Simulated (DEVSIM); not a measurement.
System: illuminated Si n-on-p cell, one wavelength, with a back-surface field, at 300 K.

| layer (left to right) | material | thickness (μm) | Nd (cm⁻³) | Na (cm⁻³) | τn (s) | τp (s) | absorption coefficient (cm⁻¹) |
|---|---|---|---|---|---|---|---|
| 1 | Si | 0.0760 | 1.5e18 | - | 8.9e-7 | 2.3e-8 | 300 |
| 2 | Si | 200 | - | 2.8e16 | 1.9e-6 | 1.9e-6 | 300 |
| 3 | Si | 0.820 | - | 2.4e18 | 1.9e-6 | 1.9e-6 | 300 |

Left contact: ohmic, minority hole recombination velocity 7e6 cm/s. Right contact: ohmic, minority electron recombination velocity 1000 cm/s. Voltage is applied to the left contact. Recombination: SRH at mid-gap, radiative, Auger. Light enters at the left, 3.8e17 photons cm⁻² s⁻¹, one pass, no reflection. Mobility is constant in doping.

This is a model device: material constants are rounded textbook-type values typed into the input, and sizes, dopings and lifetimes were drawn at random. Values at 300 K.

```csv
parameter,Si
gap (eV),1.124
affinity (eV),4.05
permittivity,11.7
Nc (cm⁻³),2.86e19
Nv (cm⁻³),3.1e19
μn (cm²/Vs),1417
μp (cm²/Vs),470
B (cm³/s),4.7e-15
Cn (cm⁶/s),2.8e-31
Cp (cm⁶/s),9.9e-32
```

Model (solved in DEVSIM): 1D drift-diffusion, Boltzmann statistics, complete ionisation; no tunnelling, impact ionisation, image-force lowering or self-heating.

Problem. Tabulate band edges, carrier densities and field at 2.0 V on the left contact, in the dark.

Solution. Energies count from the Fermi level of the right contact; mesh points crowd at the junctions.

```json
[
 {"x (μm)": "0.000", "Ec (eV)": "-1.924", "Ev (eV)": "-3.048", "n (cm⁻³)": "1.5e18", "p (cm⁻³)": "< 1e2", "field (V/cm)": "≈ 0"},
 {"x (μm)": "0.03265", "Ec (eV)": "-1.924", "Ev (eV)": "-3.048", "n (cm⁻³)": "1.5e18", "p (cm⁻³)": "< 1e2", "field (V/cm)": "≈ 0"},
 {"x (μm)": "0.06805", "Ec (eV)": "-1.912", "Ev (eV)": "-3.036", "n (cm⁻³)": "9.5e17", "p (cm⁻³)": "< 1e2", "field (V/cm)": "33000"},
 {"x (μm)": "0.1041", "Ec (eV)": "-1.424", "Ev (eV)": "-2.548", "n (cm⁻³)": "6.0e9", "p (cm⁻³)": "< 1e2", "field (V/cm)": "140000"},
 {"x (μm)": "0.2785", "Ec (eV)": "0.401", "Ev (eV)": "-0.723", "n (cm⁻³)": "100", "p (cm⁻³)": "2.2e7", "field (V/cm)": "67000"},
 {"x (μm)": "0.7339", "Ec (eV)": "0.943", "Ev (eV)": "-0.181", "n (cm⁻³)": "< 1e2", "p (cm⁻³)": "2.8e16", "field (V/cm)": "≈ 0"},
 {"x (μm)": "2.104", "Ec (eV)": "0.943", "Ev (eV)": "-0.181", "n (cm⁻³)": "< 1e2", "p (cm⁻³)": "2.8e16", "field (V/cm)": "≈ 0"},
 {"x (μm)": "8.972", "Ec (eV)": "0.943", "Ev (eV)": "-0.181", "n (cm⁻³)": "400", "p (cm⁻³)": "2.8e16", "field (V/cm)": "≈ 0"},
 {"x (μm)": "26.90", "Ec (eV)": "0.943", "Ev (eV)": "-0.181", "n (cm⁻³)": "1100", "p (cm⁻³)": "2.8e16", "field (V/cm)": "≈ 0"},
 {"x (μm)": "80.86", "Ec (eV)": "0.943", "Ev (eV)": "-0.181", "n (cm⁻³)": "2500", "p (cm⁻³)": "2.8e16", "field (V/cm)": "≈ 0"},
 {"x (μm)": "157.7", "Ec (eV)": "0.943", "Ev (eV)": "-0.181", "n (cm⁻³)": "3300", "p (cm⁻³)": "2.8e16", "field (V/cm)": "≈ 0"},
 {"x (μm)": "189.9", "Ec (eV)": "0.943", "Ev (eV)": "-0.181", "n (cm⁻³)": "3400", "p (cm⁻³)": "2.8e16", "field (V/cm)": "≈ 0"},
 {"x (μm)": "196.7", "Ec (eV)": "0.943", "Ev (eV)": "-0.181", "n (cm⁻³)": "3400", "p (cm⁻³)": "2.8e16", "field (V/cm)": "≈ 0"},
 {"x (μm)": "199.0", "Ec (eV)": "0.943", "Ev (eV)": "-0.181", "n (cm⁻³)": "3400", "p (cm⁻³)": "2.8e16", "field (V/cm)": "≈ 0"},
 {"x (μm)": "199.8", "Ec (eV)": "0.943", "Ev (eV)": "-0.181", "n (cm⁻³)": "3400", "p (cm⁻³)": "2.8e16", "field (V/cm)": "≈ 0"},
 {"x (μm)": "200.0", "Ec (eV)": "0.947", "Ev (eV)": "-0.177", "n (cm⁻³)": "2900", "p (cm⁻³)": "3.3e16", "field (V/cm)": "1800"},
 {"x (μm)": "200.1", "Ec (eV)": "1.007", "Ev (eV)": "-0.117", "n (cm⁻³)": "280", "p (cm⁻³)": "3.4e17", "field (V/cm)": "44000"},
 {"x (μm)": "200.1", "Ec (eV)": "1.058", "Ev (eV)": "-0.066", "n (cm⁻³)": "< 1e2", "p (cm⁻³)": "2.4e18", "field (V/cm)": "≈ 0"},
 {"x (μm)": "200.3", "Ec (eV)": "1.058", "Ev (eV)": "-0.066", "n (cm⁻³)": "< 1e2", "p (cm⁻³)": "2.4e18", "field (V/cm)": "≈ 0"},
 {"x (μm)": "200.6", "Ec (eV)": "1.058", "Ev (eV)": "-0.066", "n (cm⁻³)": "< 1e2", "p (cm⁻³)": "2.4e18", "field (V/cm)": "≈ 0"},
 {"x (μm)": "200.8", "Ec (eV)": "1.058", "Ev (eV)": "-0.066", "n (cm⁻³)": "< 1e2", "p (cm⁻³)": "2.4e18", "field (V/cm)": "≈ 0"},
 {"x (μm)": "200.9", "Ec (eV)": "1.058", "Ev (eV)": "-0.066", "n (cm⁻³)": "< 1e2", "p (cm⁻³)": "2.4e18", "field (V/cm)": "≈ 0"}
]
```
